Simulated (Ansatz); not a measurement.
Given:

```
CELL_PARAMETERS angstrom
      0.00000     2.33454     2.39290
      2.33454     0.00000     2.39290
      2.33454     2.33454     0.00000
ATOMIC_POSITIONS crystal
  Zr 0.00000 0.00000 0.00000
  C  0.50000 0.50000 0.50000
```

No spin polarisation.

Method: PBEsol (Ansatz, an electronic-structure program; PAW; 420 eV plane waves; no SOC). Settings: 21×21×21 k-points, 0.1 eV Fermi–Dirac smearing.

Question: Estimate the stress (xx, yy, zz, yz, xz, xy; compression positive).

Answer: (-2.5, -2.5, -10.9, 0.0, 0.0, 0.0) GPa.

Question: What is the computed band gap?

Answer: Zero.

The cells carry an imposed strain or load. Whether these cells are dynamically stable was not tested. The final runs are not spin-polarised. The cell was made from ZrC in the rock salt structure (space group Fm-3m, No. 225) by this change: uniaxial strain ε_zz = +2.50 %.
